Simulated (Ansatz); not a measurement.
BP (model structure, started from the CsCl type, Pm-3m, No. 221, 2 atoms in the cell)

Computed with PBEsol (Ansatz, a quantum-chemistry and plane-wave program, PAW).

Run with plane-wave cutoff 500 eV, 16×16×16 k mesh, Fermi–Dirac smearing 0.05 eV, scalar-relativistic PAW data made under PBE.

Cell (relaxed at this level):

```xyz
2
Lattice="2.6913 0.0000 0.0000 0.0000 2.6913 0.0000 0.0000 0.0000 2.6913" Properties=species:S:1:pos:R:3 pbc="T T T"
B      0.0000     0.0000     0.0000
P      1.3457     1.3457     1.3457
```

```yaml
band_gap: zero (no gap)
```

Note: the relaxation could raise the start's symmetry but not lower it, so the cell can be a saddle point.

Static lattice: no zero-point or thermal effects.

A model structure was made by putting elements into a prototype or built by hand; it is no filed structure, need not be a known phase, and can be a saddle point held by its symmetry.
